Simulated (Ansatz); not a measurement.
For TiPd (P4/mmm, No. 123, 2 atoms in the cell; start mp-1056985), PBEsol in Ansatz (plane waves, PAW) gives:

- lattice parameter a = 2.794 Å
- c axis length = 3.835 Å
- enthalpy of formation = -0.564 eV/atom

Task: What does r²SCAN (Ansatz, a first-principles code, PAW) give for the same quantities?

Result: 
- lattice constant a: 2.822 Å (grows by 1.0 %)
- lattice parameter c: 3.847 Å (goes up by 0.3 %)
- formation enthalpy: -0.533 eV/atom (moves by +0.031 eV/atom)

Changes are worked out from the printed values.

Unless a cell is named, each level is at its own relaxed cell (PBEsol 14.97, r²SCAN 15.32 Å³/atom).

The crystal itself was run without spin with r²SCAN; a magnetic state was not tried in these runs.

Caveats: the relaxation could not lower the start's symmetry, so the cell can be a saddle point above a distorted one (PBEsol, r²SCAN). Ansatz's density-functional and Hartree–Fock values are scalar-relativistic unless marked +SOC, with PAW data made under PBE.

A start named mp-… is a Materials Project structure, which need not be a measured phase.
